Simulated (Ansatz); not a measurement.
hcp Ti (1 0 0) on rock-salt MgO (0 0 1) (film strained to the substrate, faces as cut)

A periodic stack without vacuum, hcp Ti (1 0 0) on rock-salt MgO (0 0 1) (film strained to the substrate, faces as cut): substrate slab Mg24O24, film Ti16, surface cells [[-3, 0], [-1, -1]] and [[0, 2], [-1, 0]], film strained by -3.0 and +2.4 %, faces MgO/MgO and Ti/Ti as cut (like faces can put a slab off its formula).

The start was prepared with a machine-learned potential, and the result is one local minimum, with the in-plane cell held and forces under 0.04 eV/Å; the film can end far from its bulk form.

Method: PBE (plane waves to 420 eV, PAW; Ansatz, a quantum-chemistry and plane-wave program). Scalar-relativistic, without spin–orbit coupling; the runs are not spin-polarised; PBE gaps are too small against experiment. Its k-point mesh 3×9×1, Fermi–Dirac width 0.05 eV.

| Item | Value |
|---|---|
| interface area | 27.1 Å² |
| period | 28.09 Å |
| gaps between the outermost planes at the two interfaces | 1.95 and 1.95 Å |
| Mg–Ti contacts across the interfaces within 1.22 times the sum of covalent radii | 22, mean 3.14 Å |
| O–Ti contacts across the interfaces within 1.22 times the sum of covalent radii | 4, mean 2.10 Å |
| hole barrier (PBE) | 3.29 eV |
| electron barrier (PBE) | 1.17 eV |

```yaml
crystal:
  lattice:
    - [9.02307, 0.00000, 0.06373]
    - [0.00000, 3.00776, -0.00001]
    - [0.70414, -1.50396, 28.09669]
  atoms:
    - { symbol: Mg, position: [0.67016, 0.14015, 0.11466] }
    - { symbol: Mg, position: [0.33454, 0.14231, 0.11916] }
    - { symbol: Mg, position: [0.00137, 0.14007, 0.11446] }
    - { symbol: Mg, position: [0.84545, 0.59874, 0.03124] }
    - { symbol: Mg, position: [0.49426, 0.60393, 0.04224] }
    - { symbol: Mg, position: [0.19023, 0.60353, 0.04141] }
    - { symbol: Mg, position: [0.65439, 0.21658, 0.26770] }
    - { symbol: Mg, position: [0.32030, 0.21657, 0.26771] }
    - { symbol: Mg, position: [0.98581, 0.21667, 0.26787] }
    - { symbol: Mg, position: [0.82798, 0.67854, 0.19152] }
    - { symbol: Mg, position: [0.49704, 0.67880, 0.19213] }
    - { symbol: Mg, position: [0.15832, 0.67883, 0.19218] }
    - { symbol: Mg, position: [0.63806, 0.29265, 0.41973] }
    - { symbol: Mg, position: [0.30773, 0.29229, 0.41908] }
    - { symbol: Mg, position: [0.96900, 0.29231, 0.41913] }
    - { symbol: Mg, position: [0.81165, 0.75451, 0.34356] }
    - { symbol: Mg, position: [0.48023, 0.75443, 0.34339] }
    - { symbol: Mg, position: [0.14574, 0.75450, 0.34355] }
    - { symbol: Mg, position: [0.62059, 0.37315, 0.58002] }
    - { symbol: Mg, position: [0.27581, 0.36776, 0.56984] }
    - { symbol: Mg, position: [0.97178, 0.36733, 0.56901] }
    - { symbol: Mg, position: [0.79588, 0.83113, 0.49660] }
    - { symbol: Mg, position: [0.46467, 0.83125, 0.49680] }
    - { symbol: Mg, position: [0.13150, 0.82879, 0.49209] }
    - { symbol: O, position: [0.83587, 0.63870, 0.11166] }
    - { symbol: O, position: [0.50689, 0.64162, 0.11760] }
    - { symbol: O, position: [0.16370, 0.64160, 0.11754] }
    - { symbol: O, position: [0.66771, 0.10035, 0.03469] }
    - { symbol: O, position: [0.34225, 0.10702, 0.04854] }
    - { symbol: O, position: [0.01904, 0.10036, 0.03469] }
    - { symbol: O, position: [0.82014, 0.71670, 0.26784] }
    - { symbol: O, position: [0.48765, 0.71658, 0.26759] }
    - { symbol: O, position: [0.15271, 0.71669, 0.26781] }
    - { symbol: O, position: [0.66395, 0.17862, 0.19163] }
    - { symbol: O, position: [0.32760, 0.17914, 0.19268] }
    - { symbol: O, position: [0.99180, 0.17865, 0.19170] }
    - { symbol: O, position: [0.80209, 0.79263, 0.41963] }
    - { symbol: O, position: [0.47424, 0.79259, 0.41955] }
    - { symbol: O, position: [0.13844, 0.79210, 0.41858] }
    - { symbol: O, position: [0.64590, 0.25449, 0.34341] }
    - { symbol: O, position: [0.31333, 0.25451, 0.34345] }
    - { symbol: O, position: [0.97839, 0.25462, 0.34367] }
    - { symbol: O, position: [0.79833, 0.87131, 0.57657] }
    - { symbol: O, position: [0.44700, 0.87132, 0.57657] }
    - { symbol: O, position: [0.12379, 0.86413, 0.56272] }
    - { symbol: O, position: [0.63017, 0.33269, 0.49960] }
    - { symbol: O, position: [0.30234, 0.32969, 0.49371] }
    - { symbol: O, position: [0.95915, 0.32967, 0.49366] }
    - { symbol: Ti, position: [0.82890, 0.90785, 0.64945] }
    - { symbol: Ti, position: [0.40066, 0.90869, 0.65092] }
    - { symbol: Ti, position: [0.12554, 0.42440, 0.68085] }
    - { symbol: Ti, position: [0.61363, 0.42875, 0.69344] }
    - { symbol: Ti, position: [0.86791, 0.45667, 0.74138] }
    - { symbol: Ti, position: [0.36301, 0.46130, 0.74726] }
    - { symbol: Ti, position: [0.11344, 0.97322, 0.77221] }
    - { symbol: Ti, position: [0.60824, 0.97617, 0.78068] }
    - { symbol: Ti, position: [0.85780, 0.00111, 0.83058] }
    - { symbol: Ti, position: [0.35259, 0.00664, 0.83905] }
    - { symbol: Ti, position: [0.10303, 0.51968, 0.86399] }
    - { symbol: Ti, position: [0.59813, 0.52092, 0.86987] }
    - { symbol: Ti, position: [0.85241, 0.54090, 0.91781] }
    - { symbol: Ti, position: [0.34050, 0.54916, 0.93041] }
    - { symbol: Ti, position: [0.06538, 0.06337, 0.96033] }
    - { symbol: Ti, position: [0.63714, 0.06401, 0.96180] }
```
